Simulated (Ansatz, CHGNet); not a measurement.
**TaAs (I4₁md, No. 109, 4 atoms in the cell; start mp-1936): properties by level of theory**

```json
[
 {"level (code)": "CHGNet 0.3.0", "lattice parameter a (Å)": "3.444", "lattice parameter c (Å)": "[?]"},
 {"level (code)": "LDA (Ansatz)", "lattice parameter a (Å)": "[?]", "lattice parameter c (Å)": "[?]"},
 {"level (code)": "PBE (Ansatz)", "lattice parameter a (Å)": "[?]", "lattice parameter c (Å)": "11.736"},
 {"level (code)": "r²SCAN (Ansatz)", "lattice parameter a (Å)": "3.442", "lattice parameter c (Å)": "[?]"}
]
```

### Question
Fill in the missing entries.

### Answer

- CHGNet 0.3.0, lattice parameter c (Å): 11.900
- LDA (Ansatz, a first-principles code), lattice parameter a (Å): 3.405
- LDA (Ansatz), lattice parameter c (Å): 11.507
- PBE (Ansatz), lattice parameter a (Å): 3.463
- r²SCAN (Ansatz), lattice parameter c (Å): 11.714

Caveats: the relaxation could not lower the start's symmetry, so the cell can be a saddle point above a distorted one (CHGNet 0.3.0, LDA, PBE, r²SCAN). Ansatz's density-functional and Hartree–Fock values are scalar-relativistic unless marked +SOC, with PAW data made under PBE.

Computed values are for the static lattice.

A start named mp-… is a Materials Project structure, which need not be a measured phase.
